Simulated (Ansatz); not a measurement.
## LiNbO3 under a change: O → Te

Take LiNbO3 (space group R3c, No. 161; a = 5.1345 Å, c = 13.8252 Å (hexagonal axes)) as the base.

It is then changed as follows: Te takes the place of O on all its sites, then cell and atoms are relaxed.

Method: PBEsol, PAW, 420 eV (Ansatz, a quantum-chemistry and plane-wave program; no spin-orbit coupling). Settings: 8×8×8 k-points, 0.05 eV Fermi–Dirac smearing.

| quantity | base | changed | shift |
|---|---|---|---|
| density | 4.67 g/cm³ | 6.18 g/cm³ | +1.51 g/cm³ |
| lattice parameter a | 5.135 Å | 7.044 Å | +1.9096 Å |
| c/a ratio | 2.693 | 2.572 | -0.121 |
| space group | R3c (No. 161) | R3c (No. 161) | – |
| shortest interatomic distance | 1.882 Å | 2.708 Å | +0.826 Å |
| band gap (an upper bound: an edge found on the path is not a true extremum; the base alone) | 3.51 eV | zero | – |

Spin-orbit coupling, missing from the scalar runs, can matter with Te. Whether these cells are dynamically stable was not tested. As relaxed here, LiNbTe3 is a hypothetical phase, not in the database extracts checked. The final runs are not spin-polarised. A zero or small gap of LiNbTe3 can be the functional's error rather than a property of the material.
